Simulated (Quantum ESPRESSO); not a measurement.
Input and output of a self-consistent single point for InNi3N (P1, 5 atoms in the cell) (Quantum ESPRESSO).

Computed with LDA (PZ), PSlibrary PAW (LDA) pseudopotentials (plane waves; Quantum ESPRESSO 7.5).

The change in words: atoms moved at random. Reference geometry:
```
CELL_PARAMETERS angstrom
      3.83986     0.00000     0.00000
      0.00000     3.83986     0.00000
      0.00000     0.00000     3.83986
ATOMIC_POSITIONS crystal
  In 0.00000 0.00000 0.00000
  Ni 0.50000 0.50000 0.00000
  Ni 0.00000 0.50000 0.50000
  Ni 0.50000 0.00000 0.50000
  N  0.50000 0.50000 0.50000
```

Reference input (self-consistent single point, DFT, LDA (PZ), plane waves, PSlibrary PAW (LDA) pseudopotentials): ecutwfc = 50 Ry; ecutrho = 350 Ry; occupations = smearing; smearing = gauss; degauss = 0.0073499 Ry; K_POINTS = automatic 9 9 9 0 0 0; conv_thr = 1e-09 Ry; mixing_beta = 0.7. This run's input differs from it in these lines:

```diff
@@ -9,4 +9,3 @@
 &system
-  ibrav = 1
-  celldm(1) = 7.2562837569
+  ibrav = 0
   nat = 5
@@ -27,8 +26,12 @@
 N     14.0070  N.pz-n-kjpaw_psl.1.0.0.UPF
+CELL_PARAMETERS angstrom
+   3.8398600000     0.0000000000     0.0000000000
+   0.0000000000     3.8398600000     0.0000000000
+   0.0000000000     0.0000000000     3.8398600000
 ATOMIC_POSITIONS angstrom
-In    0.0000000000    0.0000000000    0.0000000000
-Ni    1.9199300000    1.9199300000    0.0000000000
-Ni    0.0000000000    1.9199300000    1.9199300000
-Ni    1.9199300000    0.0000000000    1.9199300000
-N     1.9199300000    1.9199300000    1.9199300000
+In   -0.0324736960    0.0210731517    0.0270556536
+Ni    1.8820881797    1.9078344410    0.0137428589
+Ni    0.0120341212    1.9338341331    1.9400739056
+Ni    1.9764834581    0.0005183811    1.8963878183
+N     1.9216579370    1.8965298932    1.8825259237
 K_POINTS automatic
```

Log, with long lists cut:

```
     Self-consistent Calculation

     iteration #  1     ecut=    50.00 Ry     beta= 0.70

     total energy              =    -969.65687055 Ry
     estimated scf accuracy    <       0.90644890 Ry

     iteration #  2     ecut=    50.00 Ry     beta= 0.70

     total energy              =    -969.33383445 Ry
     estimated scf accuracy    <       6.27656942 Ry

     iteration #  3     ecut=    50.00 Ry     beta= 0.70

     total energy              =    -970.20095038 Ry
     estimated scf accuracy    <       0.29813375 Ry

   [... 7 blocks of this kind left out ...]

     iteration # 11     ecut=    50.00 Ry     beta= 0.70

     total energy              =    -970.26478279 Ry
     estimated scf accuracy    <       0.00000002 Ry

     iteration # 12     ecut=    50.00 Ry     beta= 0.70
     End of self-consistent calculation

     Number of k-points >= 100: set verbosity='high' to print the bands.

     the Fermi energy is    14.3861 ev

!    total energy              =    -970.26478280 Ry
     estimated scf accuracy    <          9.1E-10 Ry
     smearing contrib. (-TS)   =      -0.00085771 Ry
     internal energy E=F+TS    =    -970.26392509 Ry

     convergence has been achieved in  12 iterations

     Forces acting on atoms (cartesian axes, Ry/au):

     atom    1 type  1   force =     0.01045245   -0.00632404   -0.00967369
     atom    2 type  2   force =    -0.00034005    0.00257314   -0.02039056
     atom    3 type  2   force =    -0.00350163    0.00026019    0.00101497
     atom    4 type  2   force =    -0.00895324   -0.00860058    0.00523231
     atom    5 type  3   force =     0.00234247    0.01209129    0.02381697

     Total force =     0.039738     Total SCF correction =     0.000009

          total   stress  (Ry/bohr**3)                   (kbar)     P=      -96.19
  -0.00065971  -0.00000570  -0.00001133          -97.05       -0.84       -1.67
  -0.00000570  -0.00067702  -0.00000293           -0.84      -99.59       -0.43
  -0.00001133  -0.00000293  -0.00062490           -1.67       -0.43      -91.93

   JOB DONE.
```

The run converged in 12 iterations. Against the reference run the free energy rises by 7.2 meV/atom, the pressure goes from -10.12 to -9.62 GPa and the largest force goes from 0.000 to 0.689 eV/Å.

The starting cell comes from a database of computed structures (which also holds hypothetical and non-ambient phases and stackings), without a prior relaxation at this level. For this run, on top of that: atoms moved at random. Spin polarisation is off, so a magnetic state, if there is one, cannot be reached. With a pressure of about -10 GPa the cell is away from its equilibrium volume at this level.

Cost on one core of a shared machine: roughly 6 min.
